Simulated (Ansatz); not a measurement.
The starting structures come from a database of crystals and need not be the phases stable at ambient conditions.

Inside the gap of an insulator the Bloch states are evanescent, with a wavenumber k + iκ along the transport direction.

Here is the system:

```
CELL_PARAMETERS angstrom
      4.04473     0.00000     0.00000
      0.00000    13.77167     0.00000
      2.02237     6.88584     2.02237
ATOMIC_POSITIONS crystal
  Rb 0.00000 0.35083 0.00000
  Rb 0.00000 0.64917 0.00000
  Mg 0.00000 0.00000 0.00000
  F  0.50000 0.50000 0.00000
  F  0.50000 0.00000 0.00000
  F  0.00000 0.14502 0.00000
  F  0.00000 0.85498 0.00000
```

Space group of this cell: I4/mmm. The cell is taken as given.

Transport runs along the normal of the first two printed cell vectors, the (100) plane of the conventional cell.

No gap correction and no spin-orbit coupling; mid-gap values are interpolated between computed energies.

Question: Predict the band gap and the smallest decay constant κ at mid-gap from Ansatz (a program for electronic structure) with r2SCAN.

Answer: Gap 7.34 eV on a 14×14×14 mesh; κ = 0.529 1/Å, at the zone centre.
